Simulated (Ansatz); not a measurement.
## A computed series for HgTe: response to strain

The parent structure is HgTe in the zinc blende structure (space group F-43m, No. 216; a = 6.6507 Å).

Strains are applied to the cell and any free atomic positions relax.

All numbers come from plane-wave PAW DFT at the PBE level (Ansatz, a program for electronic structure, 420 eV), no SOC, earlier PAW set.

| isotropic strain (%) | pressure (GPa) |
|---|---|
| -3.71 | 5.2 |
| -1.2 | 1.4 |
| 0 | 0.0 |
| 0.37 | ? |
| 1.33 | -1.2 |

### Question
Fit P = P₀ − Bδ + Cδ² with δ = (1 + ε)³ − 1 to the rows shown and predict the withheld row.

### Answer
Least squares on the printed values gives P₀ = 0.0 GPa, B = 34.8 GPa, C = 127 GPa (largest residual 0.0 GPa); this predicts -0.4 GPa, and the run gives -0.4 GPa, in agreement.

Whether these cells are dynamically stable was not tested. The final runs are not spin-polarised.
